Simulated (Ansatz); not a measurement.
The starting structures come from a database of crystals and need not be the phases stable at ambient conditions.

 Where the default PAW files enter, the runs use the earlier of Ansatz's two default sets.

## Evanescent states of SiO2 (P6_322, not sure to be the ambient phase, 12 atoms a cell, 15.9 Å³ an atom) along the normal of (110)

Level of theory: r2SCAN (plane waves, PAW; Ansatz, an electronic-structure program).

The gap is the functional's own. No spin-orbit coupling. Mid-gap values are interpolated on the energy grid.

Energies count from the valence-band top; κ is the least over a 4×4 mesh across the current.

| E (eV) | κ (1/Å) | where |
|---|---|---|
| 0.14 | 0.248 | Γ |
| 0.42 | 0.360 | Γ |
| 0.70 | 0.426 | Γ |
| 0.98 | 0.465 | Γ |
| 1.26 | 0.489 | Γ |
| 1.54 | ___ | Γ |
| 1.82 | ___ | Γ |
| 2.10 | ___ | Γ |
| 2.38 | ___ | Γ |
| 2.66 | ___ | Γ |
| 2.94 | ___ | Γ |
| 3.22 | ___ | Γ |
| 3.50 | ___ | Γ |
| 3.78 | ___ | Γ |
| 4.06 | ___ | Γ |
| 4.34 | ___ | Γ |
| 4.62 | ___ | Γ |
| 4.90 | 0.398 | Γ |
| 5.18 | 0.360 | Γ |
| 5.46 | 0.312 | Γ |
| 5.74 | 0.250 | Γ |
| 6.02 | 0.154 | Γ |

### Question
Some entries are withheld; supply them.

### Answer

- 1.54, κ (1/Å): 0.505
- 1.82, κ (1/Å): 0.515
- 2.10, κ (1/Å): 0.521
- 2.38, κ (1/Å): 0.524
- 2.66, κ (1/Å): 0.523
- 2.94, κ (1/Å): 0.519
- 3.22, κ (1/Å): 0.513
- 3.50, κ (1/Å): 0.503
- 3.78, κ (1/Å): 0.490
- 4.06, κ (1/Å): 0.474
- 4.34, κ (1/Å): 0.453
- 4.62, κ (1/Å): 0.428
